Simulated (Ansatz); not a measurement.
Consider Ge (space group P6_3/mmc, No. 194; a = 3.995 Å, c = 6.599 Å; a cell from a computed database, its experimental status unchecked). Axes: x lies along a and z along c of the hexagonal cell.

Method: plane-wave PAW DFT at the r2SCAN level (Ansatz, a first-principles code, 500 eV), without spin-orbit coupling, earlier PAW set.

For the base:

```
Property                              Value
---------------------  --------------------
Valence-band top at Γ  0.00, 0.00, -0.30 eV
```

Modification: uniaxial stress, 2 GPa tension along z; all other stress components relax to zero.

### Question
How does this affect the valence-band top at Γ?

### Answer
The valence-band top at Γ (three highest levels, from the VBM) becomes 0.00, 0.00, -0.39 eV (base: 0.00, 0.00, -0.30 eV).

### Question
Predict the new energy relative to the base.

### Answer
The energy increases by 1.8 meV/atom.

The levels and masses belong to the bands next to the band gap. Load acts through the strain it causes; cell and atoms are relaxed under it. Beyond what the load breaks, stability against distortions was not tested. This is not the structure that Ge has at room temperature and ambient pressure.
